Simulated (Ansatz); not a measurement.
**Zr: pressure series**

Base system: Zr in the hcp (Mg type) structure (space group P6_3/mmc, No. 194; a = 3.231 Å, c = 5.173 Å).

Cell and atoms are relaxed at each pressure.

Method: PBE (Ansatz, a first-principles code, PAW, scalar-relativistic without spin-orbit coupling).

Two rows of this table had their results exchanged by mistake.

| pressure | volume per atom (Å³) | shortest distance (Å) | band gap |
|---|---|---|---|
| pressure −2 GPa | 23.91 | 3.211 | zero |
| pressure −1 GPa | 23.64 | 3.200 | zero |
| pressure 3 GPa | 22.69 | 3.159 | zero |
| pressure 7 GPa | 21.87 | 3.125 | zero |
| pressure 15 GPa | 20.51 | 3.069 | zero |
| pressure 30 GPa | 18.60 | 2.952 | zero |
| pressure 50 GPa | 14.16 | 2.631 | zero |
| pressure 75 GPa | 15.27 | 2.706 | zero |
| pressure 100 GPa | 16.80 | 2.818 | zero |

Which two?

The rows for pressure 50 GPa and pressure 100 GPa: the volume has to fall steadily with pressure, so 16.80 Å³ belongs to pressure 50 GPa and 14.16 Å³ to pressure 100 GPa.

Load acts through the strain it causes; cell and atoms are relaxed under it. Whether these cells are dynamically stable was not tested. All final runs are without spin polarisation. Measured, Zr leaves this structure (for the ω phase) near 3 GPa (temperature not stated; as listed in C. Cazorla, D. Alfè, M. J. Gillan, Physical Review B (2008)).
